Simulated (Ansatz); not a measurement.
Seebeck coefficient (μV/K, mean over directions) of p-type Si (Fd-3m) against carrier density, HSE06, rigid bands (Ansatz, a program for electronic structure). Computed gap 1.13 eV; densities at which minority carriers matter at this gap, or further valleys turn the trend, are left out. Conductivity mass 0.32 mₑ (harmonic mean over directions), N_v = 3.3e19 cm⁻³ at 300 K.

```
hole density  300 K  500 K  800 K
------------  -----  -----  -----
1e18 cm⁻³       512    578    638
3e18 cm⁻³       418      …    544
1e19 cm⁻³       316    380    440
3e19 cm⁻³       226    288    347
1e20 cm⁻³       137      …    247
3e20 cm⁻³        74    115    163
1e21 cm⁻³        34     57     88
```

Task: Complete the blanks.

Result: 
- 3e18 cm⁻³, 500 K: 483
- 1e20 cm⁻³, 500 K: 191

Rigid bands with a gap fixed in temperature, one relaxation time for all states, no polarons or phonon drag, and whether or not such doping can be reached. Spin-orbit coupling is left out; where it splits the top of the valence band, N_v and the p-type Seebeck coefficient come out somewhat high without it. Geometry: cell and atoms relaxed with PBEsol.
